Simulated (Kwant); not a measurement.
Device: wire with an antidot in a Si two-dimensional gas. Effective mass 0.19 mₑ, grid spacing 2.7 nm, hard walls, nominal width 80 nm (29 grid rows, so walls 81 nm apart), one parabolic valley, scattering region 240 nm long along x; energies count from the band bottom; Fermi energy 0.015 eV. Hard-wall hole of radius 20 nm, 0 nm off the axis. Perpendicular field swept from 0 to 3.2 T, also in the leads; orbital effect alone.

Constants are typed, rounded textbook-type inputs, not results; the design itself was drawn at random and stands for no fabricated device.

Model: effective-mass tight-binding model on a square grid, one spin, coherent transport at 0 K (Kwant). Conductance is in e²/h.

Sweep values stay those of the base run.

The Fermi energy was swept, all else fixed.

```tsv
Fermi energy (eV)	G (e²/h) at B = 2.365 T	G (e²/h) at B = 1.577 T	G (e²/h) at B = 0.7884 T	mean G (e²/h) over the sweep
0.0075	1.86	1.99	1.99	1.96
0.01	1.98	2.00	2.00	1.99
0.013	2.01	2.01	2.01	2.01
0.015	2.22	2.23	2.23	2.23
0.018	3.69	3.75	3.75	3.73
0.022	3.99	3.99	4.00	3.99
```

From the first row to the last the G at B = 2.365 T goes from 1.86 to 3.99. From the first row to the last the G at B = 1.577 T goes from 1.99 to 3.99.
